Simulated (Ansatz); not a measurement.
The starting structures come from a database of crystals and need not be the phases stable at ambient conditions.

 Where the default PAW files enter, the runs use the earlier of Ansatz's two default sets.

Crystal: BN (R3m, not sure to be the ambient phase, 2 atoms a cell, 9.0 Å³ an atom); planes in its conventional cell.

Calculation: r2SCAN (plane waves, PAW; Ansatz, a program for electronic structure).

The gap is the functional's own. No spin-orbit coupling. Mid-gap values are interpolated on the energy grid.

```
plane  area of the cell (Å²)  mid-gap κ (1/Å)  largest κ in the gap (1/Å)
-----  ---------------------  ---------------  --------------------------
(100)                   24.8             0.30                        0.32
(001)                    5.4                …                           …
(110)                   14.3                …                           …
```

Q: The slowest decay depends on the direction. Supply the withheld values.

A: 
- (001), mid-gap κ (1/Å): 0.41
- (001), largest κ in the gap (1/Å): 0.45
- (110), mid-gap κ (1/Å): 0.35
- (110), largest κ in the gap (1/Å): 0.36
